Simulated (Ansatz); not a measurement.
The reference is Al2O3 in the corundum structure (space group R-3c, No. 167; a = 4.774 Å, c = 13.015 Å (hexagonal axes)). Axes: x lies along a and z along c of the hexagonal cell.

Computed with PBEsol in Ansatz (plane waves to 420 eV, PAW, no spin-orbit coupling).

For the base:

| Item | Result |
|---|---|
| Pressure | 0.00 GPa |
| Smallest direct gap | 6.03 eV |

Modification: uniaxial strain ε_xx = −0.75 %, all other strain components held at zero, atoms relaxed at fixed cell.

Estimate the effect on the pressure and smallest direct gap.

The pressure (mean of the normal stresses, compression positive) goes from zero to 1.89 GPa; the smallest direct gap increases by 0.11 eV, from 6.03 eV to 6.14 eV.

Stability against distortions was not tested.

Ansatz is an electronic-structure program.
